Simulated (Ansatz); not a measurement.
A hypothetical phase is included: elements placed on a structure type, which no database files for this compound.

By r2SCAN, the system below comes out a metal.

The ballistic (Sharvin) conductance counts the channels at the Fermi level: G/A = (e²/h) × channels of both spins per area.

Consider the following.

```
CELL_PARAMETERS angstrom
      5.90021     0.00000     0.00000
      0.00000     6.02037     0.00000
      0.00000     3.01019     1.73793
ATOMIC_POSITIONS crystal
  N  0.00000 0.00000 0.00000
  Y  0.77484 0.66667 0.00000
  Y  0.22516 0.33333 0.00000
```

The cell was relaxed by PBE-D3(BJ); by r2SCAN it stands under a pressure of 2.8 GPa.

The current flows along the normal of the first two printed cell vectors, the (110) plane of the conventional cell. No spin-orbit coupling; the value is a mean over 0.1 eV about the Fermi level.

Question: Compute, with r2SCAN (Ansatz, a first-principles code), the ballistic conductance per area.

Answer: 0.56 × 10¹⁵ S/m² for both spins.
